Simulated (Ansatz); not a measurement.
**What tensor shear ε_xz = +1.60 % does to InAgTe2**

Take InAgTe2 in the chalcopyrite structure (space group I-42d, No. 122; a = 6.354 Å, c = 12.637 Å) as the base. Axes: x, y, z lie along a, b, c of the conventional cell.

Modification: a pure shear with ε_xz = ε_zx = 0.0160, atoms relaxed at fixed cell.

Calculations: Ansatz (a quantum-chemistry and plane-wave program), LDA, PAW, cutoff 420 eV, without spin-orbit coupling. Γ-centred 7×7×7 mesh, Fermi–Dirac width 0.05 eV.

- Volume per atom = 31.88 Å³ (base 31.88 Å³)
- Space group = C2 (No. 5) (base I-42d (No. 122))
- Shortest interatomic distance = 2.709 Å (base 2.709 Å)
- Energy relative to the base (free energy F) = +2.3 meV/atom
- Band gap = zero (base zero)
- Largest internal atomic displacement = 0.036 Å
- Stress (xx, yy, zz, yz, xz, xy; compression positive) = (0.0, 0.0, 0.0, 0.0, -0.7, 0.0) GPa (rough)

Without a gap, meshes like the base's 7×7×7 leave anisotropic stresses uncertain by several tenths of a GPa, and small strain energies with them. Spin-orbit coupling, missing from the scalar runs, can matter with Te. The cells carry an imposed strain or load. Whether these cells are dynamically stable was not tested. All final runs are without spin polarisation. Gaps under 0.05 eV, about the width of the smearing, are given as zero. The zero or small gap of InAgTe2 can change with the level of theory.
